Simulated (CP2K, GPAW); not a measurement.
A CP2K input for a self-consistent single point of MgPd₃ (Pm-3m, 4 atoms in the cell) (DFT PBEsol, GPW, DZVP-MOLOPT-SR-GTH basis, GTH-PBE potentials (GTH_POTENTIALS)):

```
&GLOBAL
  PROJECT calc
  RUN_TYPE ENERGY_FORCE
  PRINT_LEVEL MEDIUM
&END GLOBAL
&FORCE_EVAL
  METHOD Quickstep
  STRESS_TENSOR ANALYTICAL
  &DFT
    BASIS_SET_FILE_NAME BASIS_MOLOPT
    POTENTIAL_FILE_NAME GTH_POTENTIALS
    &QS
      METHOD GPW
      EPS_DEFAULT 1E-10
    &END QS
    &MGRID
      CUTOFF 1000
      REL_CUTOFF 50
      NGRIDS 5
    &END MGRID
    &SCF
      SCF_GUESS ATOMIC
      EPS_SCF 1E-6
      MAX_SCF 100
      ADDED_MOS 11
      &DIAGONALIZATION
        ALGORITHM STANDARD
      &END DIAGONALIZATION
      &MIXING
        METHOD BROYDEN_MIXING
        ALPHA 0.2
        NBUFFER 8
        BETA 1.5
      &END MIXING
      &SMEAR ON
        METHOD FERMI_DIRAC
        ELECTRONIC_TEMPERATURE [K] 1160.45
      &END SMEAR
    &END SCF
    &KPOINTS
      SCHEME MONKHORST-PACK 7 7 7
    &END KPOINTS
    &XC
      &XC_FUNCTIONAL
        &PBE
          PARAMETRIZATION PBESOL
        &END PBE
      &END XC_FUNCTIONAL
    &END XC
    &PRINT
      &MO
        EIGENVALUES T
        OCCUPATION_NUMBERS T
        NDIGITS 8
        FILENAME mo
        &EACH
          QS_SCF 0
        &END EACH
        ADD_LAST NUMERIC
      &END MO
      &MULLIKEN ON
      &END MULLIKEN
    &END PRINT
  &END DFT
  &SUBSYS
    &CELL
      ABC 3.96476300 3.96476300 3.96476300
      ALPHA_BETA_GAMMA 90.00000000 90.00000000 90.00000000
      PERIODIC XYZ
    &END CELL
    &COORD
      SCALED
      Mg       0.00000000     0.00000000     0.00000000
      Pd       0.00000000     0.50000000     0.50000000
      Pd       0.50000000     0.00000000     0.50000000
      Pd       0.50000000     0.50000000     0.00000000
    &END COORD
    &KIND Mg
      BASIS_SET DZVP-MOLOPT-SR-GTH
      POTENTIAL GTH-PBE-q10
    &END KIND
    &KIND Pd
      BASIS_SET DZVP-MOLOPT-SR-GTH
      POTENTIAL GTH-PBE-q18
    &END KIND
  &END SUBSYS
  &PRINT
    &FORCES ON
    &END FORCES
    &STRESS_TENSOR ON
    &END STRESS_TENSOR
  &END PRINT
&END FORCE_EVAL
```

Q: Write the same calculation as an input for GPAW.

A: This is the input that was run; spellings and numerical settings could be chosen otherwise.

```python
from ase import Atoms
from ase.units import GPa
from gpaw import GPAW, PW, FermiDirac

atoms = Atoms(['Mg', 'Pd', 'Pd', 'Pd'],
              cell=[[3.964763, 0.000000, 0.000000],
                    [0.000000, 3.964763, 0.000000],
                    [0.000000, 0.000000, 3.964763]],
              scaled_positions=[[0.000000, 0.000000, 0.000000],
                                [0.000000, 0.500000, 0.500000],
                                [0.500000, 0.000000, 0.500000],
                                [0.500000, 0.500000, 0.000000]],
              pbc=True)

calc = GPAW(mode=PW(800),
            xc='PBEsol',
            kpts=(7, 7, 7),
            occupations=FermiDirac(0.1),
            nbands=-10,
            convergence={'density': 1e-05},
            symmetry={'symmorphic': False, 'tolerance': 0.0005},
            maxiter=150,
            txt='-')

atoms.calc = calc

energy = atoms.get_potential_energy()
print('Energy (eV):', round(energy, 6))
forces = atoms.get_forces()
print('Forces (eV/Ang):')
print(forces.round(5))
stress = atoms.get_stress()
print('Stress (GPa, Voigt):', (stress / GPa).round(4))
```

Basis settings and potentials, where a program has them, do not carry over. This input uses DFT PBEsol, plane waves, GPAW PAW datasets PBEsol (made by gpaw-setup). Both were run: pressure -3.65 GPa in CP2K and -5.66 in GPAW; largest force 0.003 eV/Å in CP2K and 0.000 in GPAW.

On GPAW: the starting cell comes from a database of computed structures (which also holds hypothetical and non-ambient phases and stackings), without a prior relaxation at this level. Its lattice was rescaled by a random factor within 2.5 % of one. Spin polarisation is off. With a pressure of about -6 GPa the cell is away from its equilibrium volume at this level.

On CP2K: the starting cell comes from a database of computed structures (which also holds hypothetical and non-ambient phases and stackings), without a prior relaxation at this level. Its lattice was rescaled by a random factor within 2.5 % of one. Spin polarisation is off. Values carry the incompleteness of an atom-centred basis. The potentials were made for another functional than the one used. With a pressure of about -4 GPa the cell is away from its equilibrium volume at this level.
